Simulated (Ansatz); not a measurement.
A self-consistent single point of Lu₃TlC (P4mm, 5 atoms in the cell) with Ansatz (a quantum-chemistry and plane-wave program).

Computed with LDA (PW92), default PAW files made with PBE (plane waves; Ansatz).

```
CELL_PARAMETERS angstrom
      4.73183     0.00000     0.00000
      0.00000     4.73183     0.00000
      0.00000     0.00000     4.73183
ATOMIC_POSITIONS crystal
  Lu 0.50000 0.00000 0.50000
  Lu 0.01057 0.50000 0.50000
  Lu 0.50000 0.50000 0.00000
  Tl 0.00000 0.00000 0.00000
  C  0.50000 0.50000 0.50000
```

Reference input (self-consistent single point, DFT, LDA (PW92), plane waves, default PAW files made with PBE): basis.ecutwfc = 420 eV; kpoints.mp_grid.grid = 7 7 7; hamiltonian.xc = lda; hamiltonian.pseudopotentials = {kind: paw} (the program's default PAW files); scf.occupations.method = gaussian; scf.occupations.width = 0.1 eV. This run's input differs from it in these lines:

Ansatz 0.2 input:
```diff
@@ -15,3 +15,3 @@
   mp_grid:
-    grid: [7, 7, 7]
+    grid: [5, 5, 5]
 hamiltonian:
```

Output, abridged:

```
SCF iter   1: F=—  HF=-54871.383653 eV  |F-HF|=—  |Δ(HF+E_count)|=         —  Δρ=5.00e-3  dr2=2.50e-2  ethr=1.77e-3  ⟨swp⟩=7.1  Hψ=4375  notcnv=0
all-band conjugate gradients solve this SCF's bands
preconditioner: auto → Resta (q_TF=auto, 2.665 Å⁻¹)
SCF iter   2: F=—  HF=-54871.370140 eV  |F-HF|=—  |Δ(HF+E_count)|=   1.35e-2  Δρ=2.35e-3  dr2=3.12e-3  ethr=2.71e-5  ⟨swp⟩=3.2  Hψ=2665  notcnv=0  defer=13
   [... lines left out ...]
SCF iter   6: F=—  HF=-54871.369208 eV  |F-HF|=—  |Δ(HF+E_count)|=   8.42e-6  Δρ=4.52e-5  dr2=2.08e-6  ethr=3.01e-8  ⟨swp⟩=2.5  Hψ=1687  notcnv=0  defer=13
SCF iter   7: F=—  HF=-54871.369208 eV  |F-HF|=—  |Δ(HF+E_count)|=   9.75e-8  Δρ=1.29e-5  dr2=1.80e-7  ethr=2.26e-9  ⟨swp⟩=2.7  Hψ=1981  notcnv=0  defer=13
SCF iter   8: F=—  HF=-54871.369208 eV  |F-HF|=—  |Δ(HF+E_count)|=   1.02e-7  Δρ=8.13e-6  dr2=6.43e-8  ethr=1.09e-10  ⟨swp⟩=13.8  Hψ=7079  notcnv=0
SCF iter   9: F=-54871.369208 eV  HF=-54871.369208 eV  |F-HF|=6.74e-9  |Δ(HF+E_count)|=   4.88e-8  Δρ=2.65e-6  dr2=5.57e-9  ethr=6.99e-11  ⟨swp⟩=6.7  Hψ=5211  notcnv=0
SCF 1 converged in 9 iterations: F = -54871.369208 eV  dr2 = 5.57e-9
Free energy (F): -54871.369208 eV
Internal energy: -54871.362370 eV  (E = F + TS)
E sigma→0 (E₀):  -54871.365789 eV
Entropy (-TS):   -0.006838 eV (-1.368 meV/atom)
Fermi energy:    14.274203 eV
--- Forces (eV/Å), atoms counted from 1 ---
  atom   1  Lu     0.16204553     0.00000000     0.00000000
  atom   2  Lu    -0.49526207     0.00000000     0.00000000
  atom   3  Lu     0.16204553    -0.00000000     0.00000000
  atom   4  Tl     0.02905929     0.00000000     0.00000000
  atom   5  C      0.14211268    -0.00000000     0.00000000
--- Stress (GPa, compression-positive) ---
       -4.101107      -0.000000       0.000000
       -0.000000      -4.239045       0.000000
        0.000000       0.000000      -4.239045
  P = ⅓ Tr σ = -4.1931 GPa (-41.931 kbar)
  The stress holds the Pulay correction. Without it, at fixed plane waves, as pw.x and ABINIT print it: P = -4.2966 GPa
```

The run converged in 9 iterations. Against the reference run the free energy rises by 2.3 meV/atom, the pressure hardly changes (-4.26 to -4.19 GPa) and the largest force hardly changes (0.491 to 0.495 eV/Å).

The starting cell comes from a database of computed structures (which also holds hypothetical and non-ambient phases and stackings), without a prior relaxation at this level. Its lattice was rescaled by up to half a per cent. One atom was moved a little off its site on purpose. With a pressure of about -4 GPa the cell is away from its equilibrium volume at this level. Ansatz's pressure includes its estimate of the finite-basis (Pulay) stress.
